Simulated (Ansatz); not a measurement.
## Al2O3: band gap against strain

Al2O3 (corundum, R-3c, 8.323 Å³/atom and stress up to 0.01 GPa in the relaxed cell, c along z) under an equal strain ε in the (0001) plane with the normal axis free, as in a coherent film. LDA in Ansatz, a plane-wave DFT program (PAW, default set), 420 eV, 9×9×9 Γ-centred mesh, Fermi-Dirac smearing 0.05 eV; ions are relaxed, or left where forces stay under 0.02 eV/Å, within the symmetry of each cell. Gaps are the smallest over the k-mesh and a band path, without spin-orbit coupling; in all rows the valence edge lies at about 0.0 Å⁻¹ from Γ and the conduction edge at Γ.

Here s stands for strain and Eg for gap.

```csv
strain (%),gap (eV)
-3.00,?
-2.25,6.85
-1.50,6.73
-0.75,6.60
0.00,6.43
```

Task: Fit Eg against s with a straight line, and predict the withheld value at s = -3.00.

Result: Means: s -1.1250, Eg 6.652. About the means, the sum of products is -0.52125 and the sum of squares of s is 2.8125; the slope is their ratio. Least squares gives Eg = 6.444 - 0.1853·s. Residuals (row less fit): -0.011, 0.008, 0.017, -0.014; standard error 0.018 (degrees of freedom: 2). Over these rows the gap moves by -19 ± 1 eV per unit strain. At the withheld row, Eg = 6.444 - 0.1853 × (-3.00) = 7.000 eV. The calculation gives 6.97 eV, 0.030 eV below the prediction (5.6 % of the range of Eg in the table). The row lies outside the fitted rows, so this is an extrapolation. From the scatter of the fitted rows alone, a prediction at this place has a standard error of 0.029 eV, so the miss is 1.0 times that.

Rows are the converged runs of the series near zero and its far end; series whose fitted rows scatter by over a few per cent of the range, as at a crossing or softening among them, aren't shown in this form, nor equations of state whose B0' disagrees with the runs' pressures. Most that stay on the fit to the last digits aren't either.
